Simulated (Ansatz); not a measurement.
Take BAs in the zinc blende structure (space group F-43m, No. 216; a = 4.768 Å) as the base. Axes: x, y, z lie along the cube axes.

Calculations: PBEsol, PAW, 420 eV (Ansatz, a first-principles code; no spin-orbit coupling).

Before the change:

| Quantity | Value |
|---|---|
| Band gap | 1.08 eV |

Perturbation: uniaxial stress, 8 GPa compression along x; all other stress components relax to zero.

Problem. Predict the new band gap and hole mass.

Solution. The band gap shrinks by 0.63 eV to 0.45 eV; the hole mass comes out as 0.24 mₑ along x, 0.20 mₑ across (at Γ).

Load acts through the strain it causes; cell and atoms are relaxed under it. Effective masses come from finite differences of ±0.01 Å⁻¹. Stability under load was not tested beyond the relaxation.
